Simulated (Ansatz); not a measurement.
SnC 8H (hcccccch) (a stacking that need not occur in nature), space group P3m1.

```yaml
crystal:
  lattice:
    - [3.59565, 0.00000, 0.00000]
    - [-1.79782, 3.11392, 0.00000]
    - [0.00000, 0.00000, 23.50162]
  atoms:
    - { symbol: Sn, position: [0.00000, 0.00000, 0.00005] }
    - { symbol: C, position: [0.00000, 0.00000, 0.09392] }
    - { symbol: Sn, position: [0.66667, 0.33333, 0.12503] }
    - { symbol: C, position: [0.66667, 0.33333, 0.21877] }
    - { symbol: Sn, position: [0.33333, 0.66667, 0.24999] }
    - { symbol: C, position: [0.33333, 0.66667, 0.34375] }
    - { symbol: Sn, position: [0.00000, 0.00000, 0.37498] }
    - { symbol: C, position: [0.00000, 0.00000, 0.46874] }
    - { symbol: Sn, position: [0.66667, 0.33333, 0.49997] }
    - { symbol: C, position: [0.66667, 0.33333, 0.59373] }
    - { symbol: Sn, position: [0.33333, 0.66667, 0.62496] }
    - { symbol: C, position: [0.33333, 0.66667, 0.71873] }
    - { symbol: Sn, position: [0.00000, 0.00000, 0.74994] }
    - { symbol: C, position: [0.00000, 0.00000, 0.84365] }
    - { symbol: Sn, position: [0.66667, 0.33333, 0.87498] }
    - { symbol: C, position: [0.66667, 0.33333, 0.96882] }
```

Calculation: PBE (plane waves to 420 eV, PAW; Ansatz, a quantum-chemistry and plane-wave program). Scalar-relativistic, without spin–orbit coupling. Its k-point mesh 9×9×2, Fermi–Dirac width 0.01 eV.

### Question
List the levels next to the gap at Γ of this cell's own (folded) zone, from the top of the valence band (the table ends after a fixed count of bands, which can cut a degenerate set).

### Answer
| band | E − E_v (eV) |
|---|---|
| v4 | -0.207 |
| v3 | -0.028 |
| v2 | 0.000 |
| v1 | 0.000 |
| c1 | 0.656 |
| c2 | 1.692 |
| c3 | 1.771 |
| c4 | 1.843 |
